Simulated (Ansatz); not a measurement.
The starting structures come from a database of crystals and need not be the phases stable at ambient conditions.

**Evanescent states of K5CuSb2 (R-3m, not sure to be the ambient phase, 8 atoms a cell, 35.9 Å³ an atom) along the normal of (101)**

Calculation: PBEsol (plane waves, PAW; Ansatz, a first-principles code).

The gap is the functional's own. No spin-orbit coupling. Mid-gap values are interpolated on the energy grid.

Energies count from the valence-band top; κ is the least over a 6×4 mesh across the current.

```tsv
E (eV)	κ (1/Å)	where
0.03	0.060	off Γ
0.09	0.101	off Γ
0.15	0.126	off Γ
0.21	0.133	Γ
0.27	0.129	Γ
0.33	0.124	Γ
0.39	0.118	Γ
0.45	0.110	Γ
0.51	0.101	Γ
0.57	0.089	Γ
0.63	0.074	Γ
0.69	0.054	Γ
0.75	0.004	Γ
```

Q: How thick must the barrier be to attenuate the transmission by 10^6 when the electrodes' Fermi level lies at 0.33 eV, and what attenuation does that film give at 0.51 eV?

A: d = 6 ln 10 / (2 × 0.124) = 55.7 Å. At 0.51 eV it gives 6 × 0.101/0.124 = 4.9 decades.
